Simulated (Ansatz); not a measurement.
The reference is ZnCu$_{2}$GeS$_{4}$ (space group I-4, No. 82; a = 5.360 Å, c = 10.650 Å).

Computed with PBE in Ansatz (plane waves to 420 eV, PAW, scalar-relativistic without spin-orbit coupling).

One change was made to it. Results:

| quantity | base | after |
|---|---|---|
| band gap | 0.47 eV | 1.11 eV |
| density | 4.27 g/cm³ | 4.94 g/cm³ |
| shortest interatomic distance | 229.0 pm | 218.6 pm |

Question: What was done to the base?
A. pressure 0.9 GPa
B. pressure 2.1 GPa
C. pressure 15 GPa
D. pressure 4.5 GPa

Answer: C, pressure 15 GPa. For comparison, the band gap in the other runs: pressure 0.9 GPa gives 0.52 eV; pressure 2.1 GPa gives 0.58 eV; pressure 4.5 GPa gives 0.70 eV.

Load acts through the strain it causes; cell and atoms are relaxed under it. Whether these cells are dynamically stable was not tested. Competing high-pressure phases were not computed. All final runs are without spin polarisation.

Ansatz is a program for electronic structure.
